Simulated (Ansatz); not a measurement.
End structure of OH on the 1x1 (110) surface of 3C silicon carbide (cut with top plane C + Si), one in a 1x1 cell, started at the site 'hollow C-C-Si-Si':

Host crystal: 3C silicon carbide, with a band gap (PBE, scalar-relativistic without spin-orbit coupling).

```
CELL_PARAMETERS angstrom
      3.09713     0.00000     0.00000
      0.00000     4.38000     0.00000
      0.00000     0.00000    27.00000
ATOMIC_POSITIONS crystal
  C  0.00000 0.73682 0.35704
  Si 0.50000 0.54251 0.36602
  C  0.50000 0.23708 0.41341
  Si 0.00000 0.99317 0.41191
  C  0.00000 0.74537 0.47117
  Si 0.50000 0.49527 0.47189
  C  0.49992 0.24136 0.52840
  Si 0.99992 0.99138 0.52889
  C  0.99972 0.74040 0.58665
  Si 0.49956 0.49341 0.58625
  C  0.49789 0.21364 0.63771
  Si 0.99753 0.99440 0.64481
  O  0.96808 0.79671 0.69743
  H  0.24550 0.72567 0.71011
```

Model: 14-atom slab, 7.7 Å thick at the start under the adsorbate (thin: gaps and levels are the slab's own), 6x6x1 mesh, Fermi-Dirac 0.01 eV, dipole correction, 6 atoms held, the rest relaxed; no symmetry held; spin-polarised, ending with about 1.0 μB a cell; orders that need a larger cell were not tried, no spin-orbit, no U, no dispersion correction. At the end it is bonded to Si. In PBE it is, or lies within 0.03 eV of, the lowest of the starts that converged.

A negative adsorption energy means that the adsorbate is more stable on the surface than in its reference.

Q: Estimate the highest filled level below the top vacuum level that Ansatz (a first-principles code) with PBE returns for this input.

A: 5.13 eV

Q: What change of the step from the bottom to the top vacuum level, against the clean slab does PBE give?

A: -0.37 eV

Q: What adsorption energy against H2O(g) − ½ H2(g) does PBE give?

A: -1.28 eV

Q: Give the gap of the slab on its k-mesh at the level PBE.

A: 0.28 eV
